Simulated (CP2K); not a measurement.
Input and output of a self-consistent single point for a sheet of PtSe2 (3 atoms in the cell) (CP2K)

Method: PBE, GPW, DZVP-MOLOPT-SR-GTH basis, GTH-PBE potentials (GTH_POTENTIALS) (CP2K).

Input as run:

```
&GLOBAL
  PROJECT scf
  RUN_TYPE ENERGY_FORCE
  PRINT_LEVEL LOW
&END GLOBAL
&FORCE_EVAL
  METHOD Quickstep
  STRESS_TENSOR ANALYTICAL
  &DFT
    BASIS_SET_FILE_NAME BASIS_MOLOPT
    POTENTIAL_FILE_NAME GTH_POTENTIALS
    &QS
      METHOD GPW
      EPS_DEFAULT 1E-10
    &END QS
    &MGRID
      CUTOFF 500
      REL_CUTOFF 40
      NGRIDS 5
    &END MGRID
    &SCF
      SCF_GUESS ATOMIC
      EPS_SCF 1E-7
      MAX_SCF 100
      ADDED_MOS 6
      &DIAGONALIZATION
        ALGORITHM STANDARD
      &END DIAGONALIZATION
      &MIXING
        METHOD BROYDEN_MIXING
        ALPHA 0.3
        NBUFFER 8
        BETA 1.5
      &END MIXING
      &SMEAR ON
        METHOD GAUSSIAN
        SIGMA [eV] 0.1
      &END SMEAR
    &END SCF
    &KPOINTS
      SCHEME MONKHORST-PACK 7 7 1
    &END KPOINTS
    &XC
      &XC_FUNCTIONAL PBE
      &END XC_FUNCTIONAL
    &END XC
    &PRINT
      &MO
        EIGENVALUES T
        OCCUPATION_NUMBERS T
        NDIGITS 8
        FILENAME mo
        &EACH
          QS_SCF 0
        &END EACH
        ADD_LAST NUMERIC
      &END MO
      &MULLIKEN OFF
      &END MULLIKEN
    &END PRINT
  &END DFT
  &SUBSYS
    &CELL
      A 3.60788600 0.00000000 0.00000000
      B -1.80394300 3.12452100 0.00000000
      C 0.00000000 0.00000000 16.98203800
      PERIODIC XYZ
    &END CELL
    &COORD
      Pt       0.00000000     0.00000000     8.49101900
      Se      -0.00000180     2.08301504     9.98204194
      Se       1.80394480     1.04150596     6.99999606
    &END COORD
    &KIND Pt
      BASIS_SET DZVP-MOLOPT-SR-GTH-q18
      POTENTIAL GTH-PBE-q18
    &END KIND
    &KIND Se
      BASIS_SET DZVP-MOLOPT-SR-GTH-q6
      POTENTIAL GTH-PBE-q6
    &END KIND
  &END SUBSYS
  &PRINT
    &FORCES ON
    &END FORCES
    &STRESS_TENSOR ON
    &END STRESS_TENSOR
  &END PRINT
&END FORCE_EVAL
```

Output, abridged:

```
 GLOBAL| Method name                                                        CP2K
 GLOBAL| Project name                                                        scf
 GLOBAL| Run type                                                   ENERGY_FORCE

 TOTAL NUMBERS AND MAXIMUM NUMBERS

  Total number of            - Atomic kinds:                                   2
                             - Atoms:                                          3
                             - Shell sets:                                     3
                             - Shells:                                        18
                             - Primitive Cartesian functions:                 14
                             - Cartesian basis functions:                     59
                             - Spherical basis functions:                     52

  Maximum angular momentum of- Orbital basis functions:                        3
                             - Local part of the GTH pseudopotential:          2
                             - Non-local part of the GTH pseudopotential:      5

 SCF PARAMETERS         Density guess:                                    ATOMIC
                        max_scf:                                             100
                        max_diis:                                              4
                        eps_scf:                                        1.00E-07
                        eps_diis:                                       1.00E-01
                        eps_eigval:                                     1.00E-05
                        level_shift [a.u.]:                             0.000000
                        added MOs                                         6    0
                        Mixing method:                            BROYDEN_MIXING
                                                charge density mixing in g-space
                        Smear method:                                   GAUSSIAN
                        Smearing width (sigma) [a.u.]:                  3.67E-03
                        Accuracy threshold:                             1.00E-10
                        No outer SCF

 Extrapolation method: initial_guess

 Number of electrons:                                                         30
 Number of occupied orbitals:                                                 15
 Number of molecular orbitals:                                                21

 Number of orbital functions:                                                 52
 Number of independent orbital functions:                                     52

 SCF WAVEFUNCTION OPTIMIZATION

  Step     Update method      Time    Convergence         Total energy    Change
     1 NoMix/Diag. 0.30E+00      -     0.56347629      -139.3777536731 -1.39E+02
     2 Broy./Diag. 0.30E+00      -     0.09694039      -141.0051523798 -1.63E+00
     3 Broy./Diag. 0.30E+00      -     0.09356655      -139.8944926199  1.11E+00
     4 Broy./Diag. 0.30E+00      -     0.00339088      -139.0393632572  8.55E-01
     5 Broy./Diag. 0.30E+00      -     0.00485975      -139.0535334125 -1.42E-02
     6 Broy./Diag. 0.30E+00      -     0.00171658      -139.0814361469 -2.79E-02
     7 Broy./Diag. 0.30E+00      -     0.00262458      -139.0695561094  1.19E-02
   [... 18 lines left out ...]
    26 Broy./Diag. 0.30E+00      -     0.00000014      -139.0827215777 -7.78E-07
    27 Broy./Diag. 0.30E+00      -     0.00000016      -139.0827220492 -4.72E-07
    28 Broy./Diag. 0.30E+00      -     0.00000016      -139.0827231171 -1.07E-06
    29 Broy./Diag. 0.30E+00      -     0.00000012      -139.0827230477  6.94E-08
    30 Broy./Diag. 0.30E+00      -     0.00000006      -139.0827231954 -1.48E-07

  *** SCF run converged in    30 steps ***

  Electronic density on regular grids:        -29.9999999999        0.0000000001
  Core density on regular grids:               29.9999999967       -0.0000000033
  Total charge density on r-space grids:       -0.0000000033
  Total charge density g-space grids:          -0.0000000033

  Overlap energy of the core charge distribution:               0.00000000163270
  Self energy of the core charge distribution:               -222.62257214343231
  Core Hamiltonian energy:                                     49.38000447035280
  Hartree energy:                                              49.96699463094313
  Exchange-correlation energy:                                -15.80715015493717
  Smearing free energy correction:                             -0.00000000000046
  Fermi energy:                                                -0.02074472828007

  Total energy:                                              -139.08272319544130
  Total energy (extrapolated to sigma->0):                   -139.08272319544108

 ENERGY| Total FORCE_EVAL ( QS ) energy [hartree]           -139.082722764729681

 FORCES| Atomic forces [hartree/bohr]
 FORCES|   Atom     x               y               z               |f|
 FORCES|      1  4.61006737E-13 -1.29642872E-08 -6.67595381E-09   1.45822187E-08
 FORCES|      2  5.51683212E-07 -1.63442187E-07 -1.94723693E-02   1.94723693E-02
 FORCES|      3 -5.51683122E-07  1.76406765E-07  1.94723760E-02   1.94723760E-02
 FORCES| Sum     5.50751409E-13  2.90363003E-13  1.28905914E-12
 FORCES| Total atomic force                                       1.43154156E-12

 STRESS| Analytical stress tensor [bar]
 STRESS|                        x                   y                   z
 STRESS|      x        5.53330769829E+03   8.31057680427E+00   7.28955223886E-01
 STRESS|      y        8.31057680427E+00   5.54316005856E+03  -2.30961286740E-01
 STRESS|      z        7.28955223886E-01  -2.30961286740E-01  -2.50328453555E+04
 STRESS| 1/3 Trace                                            -4.65212586621E+03
```

The run converged in 30 iterations.

The starting cell was generated: these elements placed on a structure prototype, without a prior relaxation; it need not be a known phase or ordering of this composition. Its lattice was rescaled in the plane by a random factor within 2.5 % of one. Values carry the incompleteness of an atom-centred basis. Forces in this geometry exceed 1 eV/Å.

Cost on one core of a shared machine: roughly 80 s.
